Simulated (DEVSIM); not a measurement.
Structure: Schottky contact on p-type Si, at 350 K.

| layer (left to right) | material | thickness (μm) | Na (cm⁻³) | τn (s) | τp (s) |
|---|---|---|---|---|---|
| 1 | Si | 2.00 | 1.8e15 | 8.7e-6 | 8.7e-6 |
| 2 | Si | 10.0 | 1.3e18 | 8.7e-6 | 8.7e-6 |

Left contact: Schottky, work function 4.414 eV, emission velocity 5.7e6 cm/s. Right contact: ohmic. Voltage is applied to the left contact. Recombination: SRH at mid-gap, radiative, Auger. Mobility is μmin + (μ − μmin)/(1 + (N/Nref)^α).

The device is made up for the run: typed textbook-type constants, with dimensions and the other settings drawn at random. Values at 300 K; Nc and Nv go as T^1.5, mobilities as T to minus their exponent, the gap by Varshni's rule with the affinity fixed.

```
parameter               Si
----------------  --------
gap (eV)             1.124
affinity (eV)         4.05
permittivity          11.7
Nc (cm⁻³)          2.86e19
Nv (cm⁻³)           3.1e19
μn (cm²/Vs)           1417
μp (cm²/Vs)            470
μn,min                  52
μp,min                  45
Nref,n              9.7e16
Nref,p              2.2e17
αn                    0.68
αp                    0.72
T exponent of μn       2.3
T exponent of μp       2.2
B (cm³/s)          4.7e-15
Cn (cm⁶/s)         2.8e-31
Cp (cm⁶/s)         9.9e-32
Varshni α (eV/K)  0.000473
Varshni β (K)          636
```

Simulated with DEVSIM: 1D drift-diffusion, Boltzmann statistics, complete ionisation; no tunnelling, impact ionisation, image-force lowering or self-heating. Metal contacts follow the ideal Schottky-Mott rule: no Fermi-level pinning, no interface dipoles.

The temperature was swept, all else fixed.

```tsv
temperature (K)	potential step across the device at zero bias (V)	dark forward voltage at 100 A/cm² (V)
250	0.710	0.631
300	0.678	0.606
350	0.644	0.554
400	0.608	?
450	0.571	0.403
500	0.532	0.321
```

Q: Fill in the missing entries.

A: 
- 400, dark forward voltage at 100 A/cm² (V): 0.482
